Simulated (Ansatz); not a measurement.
**Carrier properties of C (P6_3/mmc)**

```
C
1.0
    2.49770     0.00000     0.00000
   -1.24885     2.16307     0.00000
    0.00000     0.00000     4.32058
C
4
Direct
  0.33333   0.66667   0.99981
  0.66667   0.33333   0.49981
  0.33333   0.66667   0.37519
  0.66667   0.33333   0.87519
```

Level of theory: r2SCAN, rigid bands (plane waves, PAW, scalar-relativistic; Ansatz, a quantum-chemistry and plane-wave program). Condition of this run: uniaxial stress along c of -44 GPa (compression positive) (the target of the relaxation). Geometry: cell and atoms relaxed with PBEsol, then loaded as said.

The band gap is 3.74 eV and the electron conductivity mass (300 K, dilute) is 0.45 (x), 0.45 (y), 0.29 (z) mₑ. The hole conductivity mass (300 K, dilute) is 0.44 (x), 0.44 (y), 0.78 (z) mₑ, the effective density of states N_c (300 K) comes out as 1.2e19 cm⁻³ and the effective density of states N_v (300 K) is 2.0e19 cm⁻³. The density-of-states mass, electrons is 0.61 mₑ and the density-of-states mass, holes is 0.86 mₑ. The Seebeck coefficient, n-type 1e19 cm⁻³, 300 K is -238 μV/K and the best n-type power factor at 300 K for τ = 10 fs (best axis; densities from 1e16 to 1e21 cm⁻³ tried, whether or not they can be reached) is 7.0 μW/(cm·K²) at 3e19 cm⁻³. The Seebeck coefficient, p-type 1e19 cm⁻³, 300 K is 275 μV/K and the best p-type power factor at 300 K for τ = 10 fs (best axis; densities from 1e16 to 1e21 cm⁻³ tried, whether or not they can be reached) is 7.3 μW/(cm·K²) at 1e20 cm⁻³.

Rigid bands; masses and Seebeck coefficients take one relaxation time τ for all states and one kind of carrier; polarons and phonon drag are left out. Spin-orbit coupling is left out. Geometry: cell and atoms relaxed with PBEsol.
